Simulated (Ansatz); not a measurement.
Structure of amorphous Si20B10N30Hf (periodic cell):

```xyz
61
Lattice="9.8028 0.0367 0.0138 0.0367 8.5444 -0.1790 0.0138 -0.1790 9.0409" Properties=species:S:1:pos:R:3 pbc="T T T"
Si     1.5188    -0.1417     8.5441
Si     0.6957     6.1205     8.3490
Si     8.9529     5.0968     5.9763
Si     8.5504     0.5638     7.0348
Si     4.0452     8.0889     6.6860
Si     1.8017     4.0914     1.4900
Si     8.7080     5.2933     0.7323
Si     6.0388     0.0627     4.7336
Si     8.1613     2.3091     1.1479
Si     4.8286     3.4201     6.6936
Si     0.5548     3.1961     4.3382
Si     4.1849     6.7765     1.0869
Si     3.3586     7.3365     4.0829
Si     7.3844     7.5582     2.2177
Si     0.5584     1.9832     1.8526
Si     7.5950     4.6525     3.4655
Si     5.3720     6.1773     7.3372
Si     7.6623     7.0839     7.4695
Si     3.7169     1.9669     0.0098
Si     1.8898     4.1058     6.1716
B      8.3805     7.9176     5.1185
B      5.0234     0.5311     2.2108
B      2.6330     0.4619     2.0352
B      6.3210     4.5830     5.9842
B      2.6639     4.7429     3.2636
B      3.6393     4.4035     8.5001
B      7.7396     3.2956     7.7880
B      6.4430     2.1966     3.0671
B      6.0490     1.5392     7.2585
B      5.1093     5.8452     4.1061
N      1.4487     0.6932     1.1327
N      7.6232     8.1374     3.8974
N      4.6251     5.4379     8.8523
N      7.6066     4.2646     6.7072
N      5.6415     7.7911     1.6571
N      6.2434     4.9618     4.5049
N      5.0908     7.2562     4.4092
N      5.0883     2.3509     8.0637
N      7.8085     5.8097     2.1619
N      2.5247     8.4711     3.1815
N      0.3847     0.4360     7.4134
N      5.5794     1.2346     3.4456
N      3.1139     0.4779     8.0497
N      0.6723     5.1485     6.8390
N      8.1001     3.7539     0.0987
N      7.3176     3.0944     2.6066
N      8.7375     6.4002     8.6414
N      1.1104     2.5831     5.9033
N      1.9512     4.2969     4.3819
N      3.8916     1.1423     1.5605
N      0.6703     5.2200     0.7348
N      2.7280     7.7168     5.6315
N      5.4908     0.5880     6.3071
N      3.0160     3.5656     0.3152
N      0.3683     1.7240     3.5336
N      3.7949     5.6522     3.4713
N      8.3358     6.6784     5.8631
N      3.3567     4.2630     7.0242
N      7.4472     1.8657     7.4419
N      9.0306     4.3642     4.3941
Hf     1.1357     0.6187     5.2795
```

Method: PBE, scalar-relativistic without spin-orbit coupling (plane waves to 420 eV, PAW; Ansatz, a first-principles code). The usual formal charges leave 24 electrons over, so the level spacing at the Fermi energy parts defect or band states and needn't be the band gap.

It comes from a melt-quench run on a machine-learned potential (CHGNet), relaxed afterwards by DFT. N atoms were pushed apart under 1.9 Å during the dynamics, to hinder bonds among them. The hot cell started wider than the set density and was brought back towards it in steps. It is the lowest in DFT energy of 2 quenches. It is a model cell: composition and starting density were chosen by hand, and all elements were melted together. No dispersion term was used. Its density started from a set value of 2.70 and ended at 2.78 g/cm³. The simulated quench (nominally 760 K/ps over its main leg) is rapid and tends to freeze in more defects than a deposited or slowly cooled glass has. One small periodic cell is one sample of the glass; other quenches scatter about these values. Volume and shape were free in the relaxation. On a 2×2×2 Γ-centred mesh force components of up to 0.29 eV/Å stay, since the relaxation ran on the zone centre alone.

Cut-offs for bonds: Si-Si 2.60 Å, Si-B 2.28 Å, Si-N 2.06 Å, Si-Hf 2.89 Å, B-B 1.97 Å, B-N 1.74 Å, B-Hf 2.60 Å, N-N 1.70 Å, N-Hf 2.71 Å, Hf-Hf 3.34 Å. Two cations that share two anions don't count as bonded, nor two that share one unless they lie closer than Si-Si 2.38 Å, Si-B 2.09 Å, Si-Hf 2.81 Å, B-B 1.80 Å, B-Hf 2.53 Å, Hf-Hf 3.25 Å.

**Question.** Give the coordination numbers, mean bond lengths and angles.

**Answer.** 
The mean coordination of Si by anions is 2.95 (1 with 1, 7 with 2, 4 with 3, 8 with 4); 15 close contacts or bonds to cations besides and the mean coordination of B by anions is 2.60 (4 with 2, 6 with 3); 3 close contacts or bonds to cations besides. The mean coordination of N is 3.00 (30 with 3) and the mean coordination of Hf by anions is 5.00 (1 with 5). The mean Si-N bond is 1.762 Å (spread 0.046 Å, 59 counted) and the mean B-N bond is 1.461 Å (spread 0.047 Å, 26 counted). The mean Si-Si bond is 2.406 Å (spread 0.064 Å, 6 counted) and the mean N-Hf bond is 2.234 Å (spread 0.126 Å, 5 counted). The bond angle at Si comes out as mean 109.0°, spread 11.4° and the bond angle at B comes out as mean 121.1°, spread 13.5°. The bond angle at N comes out as mean 117.9°, spread 15.5° and the bond angle at Hf is mean 105.3°, spread 30.5°.

**Question.** Which atoms depart from the most common coordination of their element?

**Answer.** Si9 has 3 (N45 1.79 Å, N46 1.86 Å, Si15 2.33 Å); Si10 has 3 (N58 1.73 Å, N38 1.76 Å, B24 2.02 Å); Si12 has 2 (N33 1.78 Å, N35 1.86 Å); Si14 has 3 (N32 1.79 Å, N39 1.80 Å, N35 1.85 Å); Si17 has 3 (N33 1.84 Å, Si5 2.42 Å, Si18 2.47 Å; B24 at 2.30 Å just beyond); B28 has 2 (N46 1.34 Å, N42 1.35 Å).
